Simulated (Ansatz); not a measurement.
Take GaN in the zinc blende structure (space group F-43m, No. 216; a = 4.498 Å) as the base.

Levels (all Ansatz, an electronic-structure program, PAW): PBEsol (420 eV, no SOC); PBEsol+SOC (420 eV, with spin-orbit coupling).

The geometry is relaxed with PBEsol.

| Property | Value |
|---|---|
| PBEsol lowest conduction level above the VBM at special points | Γ 1.70 eV; X 3.22 eV; L 4.59 eV; K 4.88 eV |
| PBEsol width of the top valence band | 3.72 eV |

With PBEsol+SOC at the same geometry, the lowest conduction level above the VBM at special points remains Γ 1.70 eV; X 3.22 eV; L 4.59 eV; K 4.88 eV; the width of the top valence band falls by 0.028 eV to 3.70 eV; the hole mass (degenerate bands, along [100]) amounts to 0.23, 0.90 mₑ (at Γ). The threefold valence maximum splits by Δso ≈ 12 meV.

Single points use the geometry relaxed with PBEsol. The spin-orbit shifts are approximate. The levels and masses belong to the bands next to the band gap. Masses are band curvatures over ±0.01 Å⁻¹ around the edge. Whether these cells are dynamically stable was not tested. This is not the structure that GaN has at room temperature and ambient pressure.
